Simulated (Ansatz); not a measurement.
The starting structures come from a database of crystals and need not be the phases stable at ambient conditions.

 Where the default PAW files enter, the runs use the earlier of Ansatz's two default sets.

The decay constant κ of evanescent states in the gap governs leakage through a thin film.

Data:

```
CELL_PARAMETERS angstrom
      2.84168     0.00000     0.00000
     -1.42084     2.46097     0.00000
      0.00000     0.00000     9.74684
ATOMIC_POSITIONS crystal
  Be 0.33333 0.66667 0.07849
  Be 0.66667 0.33333 0.92151
  Be 0.66667 0.33333 0.57849
  Be 0.33333 0.66667 0.42151
  Be 0.00000 0.00000 0.25000
  Be 0.00000 0.00000 0.75000
  N  0.00000 0.00000 0.00000
  N  0.00000 0.00000 0.50000
  N  0.33333 0.66667 0.25000
  N  0.66667 0.33333 0.75000
```

Space group of this cell: P6_3/mmc. The cell is taken as given; by r2SCAN its mean pressure is -1.4 GPa.

Transport runs along the normal of the first two printed cell vectors, the (001) plane of the conventional cell.

No gap correction and no spin-orbit coupling; mid-gap values are interpolated between computed energies.

Problem. Give the band gap and the smallest decay constant κ at mid-gap that r2SCAN (Ansatz, an electronic-structure program) yields.

Solution. Gap 4.00 eV on a 12×12×4 mesh; κ = 0.285 1/Å, at (0.500, 0.000) of the in-plane reciprocal vectors. At the zone centre, at the nearest computed energy, the slowest state has κ = 0.32 1/Å.
